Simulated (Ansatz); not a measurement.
We consider cubic perovskite CsPbBr₃ (cubic high-temperature phase), described by r²SCAN+SOC in Ansatz (plane waves, PAW).

Settings: plane-wave cutoff 560 eV, 6×6×6 k mesh, Fermi–Dirac smearing 0.01 eV, PAW data made under PBE.

Properties against volume:

```
V (Å³/atom)  P (GPa)  direct gap at Γ (eV)  smallest gap on the k mesh (eV)
-----------  -------  --------------------  -------------------------------
39.187          1.51                 5.606                            0.467
40.021          0.95                 5.566                            0.567
40.855          0.45                 5.527                            0.658
41.689          0.00                 5.490                            0.742
42.522         -0.40                 5.455                            0.820
43.356         -0.75                 5.420                            0.891
44.190         -1.07                 5.388                            0.956
```

The fundamental gap (0.74 eV at the equilibrium volume, with added k points) lies elsewhere than Γ–Γ.

Note: the relaxation could not lower the start's symmetry, so the cell can be a saddle point above a distorted one.

Ansatz is a program for electronic structure.
